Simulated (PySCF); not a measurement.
PySCF 2.14.0, PBE0/def2-svp, df: Hf(OMe)(NH2)2(Me) (C[O][Hf]([CH3])([NH2])[NH2]), 16 atoms. The geometry is a generated start, not checked to be a minimum at this level.

```json
{
 "task": "energy",
 "method": "pbe0",
 "basis": "def2-svp",
 "two_electron_scheme": "density fitting",
 "mol.max_memory": "3000 MB",
 "mf.max_cycle": "100",
 "mf.init_guess": "minao (default)",
 "mf.DIIS": "CDIIS (default)",
 "mf.diis_space": "8 (default)",
 "mf.conv_tol": "1e-09 (default)",
 "mf.grids.level": "3 (default)",
 "effective_core_potentials": "those of the basis set, past Kr",
 "basis_functions": "152",
 "grid_points": "192000"
}
```

```xyz
16

Hf     0.4479     0.1536     0.2714
O      0.5404    -0.6130    -1.4720
C     -0.7196    -0.8227    -2.0220
H     -1.4958    -0.2429    -1.4799
H     -0.7292    -0.5120    -3.0765
H     -0.9894    -1.8891    -1.9897
N      2.2917     0.3706     1.0877
H      2.3751     0.8225     2.0003
H      3.0329     0.7627     0.5017
N     -0.2944     2.0212    -0.0427
H      0.1313     2.8065     0.4587
H     -0.2592     2.2863    -1.0289
C     -0.8926    -1.1026     1.5298
H     -0.7873    -2.1662     1.2698
H     -1.9523    -0.8474     1.3838
H     -0.6994    -1.0276     2.6086
```

Charge 0 and multiplicity 1 are set for this test and not shown to be the ground state.

One run each on 2 threads, 1 BLAS thread. Values of level_shift (Hartree) tried: 0 (default), 0.1, 0.3, 1.

### Question
Predict the course of the Fock builds along this series.

### Answer
Fewest Fock builds, within one of each other: 0 (default) with 13, 0.1 with 13. The count rises to 38 at 1. All converge to one solution.

| level_shift (Hartree) | Fock builds | end |
|---|---|---|
| 0 (default) | 13 | same solution |
| 0.1 | 13 | same solution |
| 0.3 | 18 | same solution |
| 1 | 38 | same solution |
